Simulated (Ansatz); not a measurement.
System: L1₂ (Cu3Au-type) Pt₃Ti. Method: PBE-D3(BJ) in Ansatz (plane waves, PAW).

Settings: plane-wave cutoff 500 eV, 14×14×14 k mesh, Fermi–Dirac smearing 0.1 eV, no spin polarisation, scalar-relativistic PAW data made under PBE.

Computed at the level's own relaxed cell.

Q: Predict the equilibrium volume per atom and lattice parameter a.

A: 
- equilibrium volume per atom: 14.88 Å³/atom
- lattice parameter a: 3.904 Å

Measured, for comparison: equilibrium volume per atom 15.01 Å³/atom, lattice constant a 3.916 Å (temperature not stated, not corrected to a static lattice; as tabulated in Molecular Dynamics Simulations of PtTi High-Temperature Shape Memory Alloys …). Computed (rounded) less measured: equilibrium volume per atom -0.9 %, lattice constant a -0.3 %. A static lattice is as a rule a little smaller and stiffer than an uncorrected measurement, which narrows the difference in the equilibrium volume per atom, lattice constant a and would widen misses of the other sign.

Spin–orbit coupling is not included.

Computed values are for the static lattice.

It cost around 100 core-seconds (rough) of CPU time.

Ansatz is an electronic-structure program.
